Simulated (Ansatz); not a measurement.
Reference: RbCaH3 (Pm-3m), PBEsol, rigid bands (plane waves, PAW, scalar-relativistic; Ansatz, a program for electronic structure); geometry: cell and atoms relaxed with PBEsol.

```xyz
5
Lattice="4.4717 0.0000 0.0000 0.0000 4.4717 0.0000 0.0000 0.0000 4.4717" Properties=species:S:1:pos:R:3 pbc="T T T"
Rb     0.0000     0.0000     0.0000
Ca     2.2358     2.2358     2.2358
H      2.2358     0.0000     2.2358
H      0.0000     2.2358     2.2358
H      2.2358     2.2358     0.0000
```

| Item | Result |
|---|---|
| band gap | 3.05 eV |
| electron conductivity mass | 0.50 mₑ |
| hole conductivity mass | 1.98 mₑ |
| Seebeck coefficient, n-type 1e19 cm⁻³ | -302 μV/K |

**Question.** Swap Rb for Cs, keeping the structure type. How do these values move?

**Answer.** CsCaH3 (Pm-3m): volume per atom 17.9 to 18.7 Å³; band gap falls (3.05 eV to 2.88 eV); electron conductivity mass falls (0.50 mₑ to 0.46 mₑ); hole conductivity mass falls (1.98 mₑ to 0.89 mₑ); Seebeck coefficient, n-type 1e19 cm⁻³ stays about the same (-302 μV/K to -288 μV/K).

Moves up to 5 % count as about the same. Masses are for dilute carriers at 300 K, harmonic means over directions unless an axis is named. Seebeck coefficients are for the stated density at 300 K, with one relaxation time for all states and whether or not that doping can be reached. Spin-orbit coupling is left out.

Formula and space group known from diffraction (Crystallography Open Database), not checked to be the room-temperature form: RbCaH3 (Pm-3m). Computed structure with no diffraction record at hand here (it may be known, metastable or hypothetical): CsCaH3 (Pm-3m).
